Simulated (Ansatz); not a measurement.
# Several settings converged on a (001) slab of TiMo3 (cut from a parent of space group no. 71; 8 atoms in the cell)

```xyz
8
Lattice="3.1557 0.0000 0.0000 0.0000 4.4078 0.0000 0.0000 0.0000 22.8057" Properties=species:S:1:pos:R:3 pbc="T T T"
Ti     0.0000     2.2039    13.6337
Mo     0.0000     0.0000    11.4617
Mo     1.5779     2.2039    11.3440
Mo     1.5779     0.0000    13.6337
Ti     1.5779     0.0000     9.1720
Mo     1.5779     2.2039     7.0000
Mo     0.0000     0.0000    15.8057
Mo     0.0000     2.2039     9.1720
```

Base method: PBEsol, default PAW files made with PBE (plane waves; Ansatz, an electronic-structure program).

Base settings: basis.ecutwfc = 30.9 Ry; kpoints.mp_grid.grid = 5 4 1; hamiltonian.xc = pbesol; hamiltonian.pseudopotentials = {kind: paw} (the program's default PAW files); scf.occupations.method = gaussian; scf.occupations.width = 0.0073 Ry.

The count of work is k-points × plane waves × bands × iterations; it is no time. Core times come from one kind of shared machine, to one figure; runs under 30 s give none.

**The vacuum**

The mesh stays at the base's, so the ladder's end is converged at best in this setting alone.

Only quantities that move along the ladder and can be compared are tabulated.

| vacuum between outermost atoms (Å) | free energy less the last step's (meV/atom) | largest difference of a force vector from the last step's (eV/Å) | count of work / last |
|---|---|---|---|
| 3.0 | -165.15 | 1.701 | 0.27 |
| 4.0 | -49.46 | 0.522 | 0.33 |
| 5.0 | -11.84 | 0.122 | 0.35 |
| 6.0 | -1.42 | 0.033 | 0.42 |
| 7.0 | 0.29 | 0.013 | 0.41 |
| 8.0 | 0.26 | 0.006 | 0.43 |
| 10.0 | 0.06 | 0.001 | 0.48 |
| 12.0 | 0.00 | 0.000 | 0.54 |
| 14.0 | 0.00 | 0.000 | 0.59 |
| 17.0 | -0.01 | 0.000 | 0.66 |
| 20.0 | -0.01 | 0.000 | 0.74 |
| 25.0 | 0.01 | 0.000 | 0.87 |
| 30.0 | 0.00 | 0.000 | 1.0 |

Smallest vacuum between outermost atoms (Å) that holds the forces within 0.01 eV/Å of the last step, with all finer ones: 8.0, at 0.43 of the last step's count of work; the step before is off by 0.013 eV/Å.

Smallest vacuum between outermost atoms (Å) that holds the free energy within 5 meV/atom of the last step, with all finer ones: 6.0, at 0.42 of the last step's count of work; the step before is off by 12 meV/atom.

**The k-point mesh**

Only quantities that move along the ladder and can be compared are tabulated.

```tsv
kpoints.mp_grid.grid	free energy less the last step's (meV/atom)	largest difference of a force vector from the last step's (eV/Å)	count of work / last	core time / last (rough)
2 2 1	144.72	0.881	0.046	–
3 2 1	44.59	0.651	0.039	–
4 3 1	11.96	0.148	0.054	–
5 4 1	-7.86	0.267	0.072	–
6 4 1	9.60	0.164	0.11	–
7 5 1	-3.56	0.124	0.096	–
8 6 1	-4.92	0.088	0.14	–
9 7 1	3.71	0.067	0.14	–
10 8 1	0.11	0.061	0.24	0.2
12 9 1	0.61	0.037	0.25	0.3
14 10 1	-0.90	0.010	0.34	0.3
17 12 1	-0.41	0.008	0.45	0.5
19 14 1	0.44	0.007	0.57	0.6
23 16 1	0.13	0.007	0.77	0.8
27 19 1	0.00	0.000	1.0	1
```

Coarsest kpoints.mp_grid.grid that holds the free energy within 1 meV/atom of the last step, with all finer ones: 10 8 1, at 0.24 of the last step's count of work and about 0.2 of the last step's time; the step before is off by 3.7 meV/atom.

**The plane-wave cutoff**

The mesh stays at the base's, so the ladder's end is converged at best in this setting alone.

Only quantities that move along the ladder and can be compared are tabulated.

| basis.ecutwfc | free energy less the last step's (meV/atom) | largest difference of a force vector from the last step's (eV/Å) | count of work / last |
|---|---|---|---|
| 15.4 Ry | 3007.02 | 0.490 | 0.15 |
| 18.4 Ry | 643.38 | 0.118 | 0.18 |
| 21.7 Ry | 96.43 | 0.032 | 0.21 |
| 26.1 Ry | 4.45 | 0.001 | 0.27 |
| 30.9 Ry | 0.83 | 0.001 | 0.35 |
| 37.1 Ry | 0.31 | 0.000 | 0.46 |
| 46.3 Ry | 0.12 | 0.000 | 0.65 |
| 61.7 Ry | 0.00 | 0.000 | 1.0 |

Coarsest basis.ecutwfc that holds the free energy within 1 meV/atom of the last step, with all finer ones: 30.9 Ry, at 0.35 of the last step's count of work; the step before is off by 4.4 meV/atom.

Coarsest basis.ecutwfc that holds the forces within 0.005 eV/Å of the last step, with all finer ones: 26.1 Ry, at 0.27 of the last step's count of work; the step before is off by 0.032 eV/Å.

On the base run: the starting cell comes from a database of computed structures (which also holds hypothetical and non-ambient phases and stackings), without a prior relaxation at this level. The slab is cut from that crystal, and its faces are unrelaxed. Its lattice was rescaled by up to half a per cent. Spin polarisation is off. In the base run, forces exceed 1 eV/Å. Without a gap this mesh is coarse (it stands for a supercell whose shortest in-plane vector is 16 Å).

Left out of this page: 1 run of the series outside the window shown, repeating another row's setting, or not comparable.

Keys are those of Ansatz 0.2.
